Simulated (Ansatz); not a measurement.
Seebeck coefficient (μV/K, mean over directions) of n-type CaSe (Fm-3m) against carrier density, PBEsol, rigid bands (Ansatz, a first-principles code). Computed gap 1.88 eV; densities at which minority carriers matter at this gap, or further valleys turn the trend, are left out. Conductivity mass 0.38 mₑ (harmonic mean over directions), N_c = 2.5e19 cm⁻³ at 300 K.

| electron density | 300 K | 500 K |
|---|---|---|
| 1e16 cm⁻³ | -887 | -954 |
| 1e17 cm⁻³ | -689 | -755 |
| 1e18 cm⁻³ | -491 | -557 |
| 3e18 cm⁻³ | ___ | -463 |
| 1e19 cm⁻³ | -295 | -360 |
| 3e19 cm⁻³ | ___ | -268 |
| 1e20 cm⁻³ | -121 | -174 |
| 3e20 cm⁻³ | -65 | -102 |
| 1e21 cm⁻³ | -31 | -51 |

**Question.** Fill in the missing entries.

**Answer.** 
- 3e18 cm⁻³, 300 K: -397
- 3e19 cm⁻³, 300 K: -206

Rigid bands with a gap fixed in temperature, one relaxation time for all states, no polarons or phonon drag, and whether or not such doping can be reached. Spin-orbit coupling is left out.

Formula and space group known from diffraction (Crystallography Open Database), not checked to be the room-temperature form: CaSe (Fm-3m).
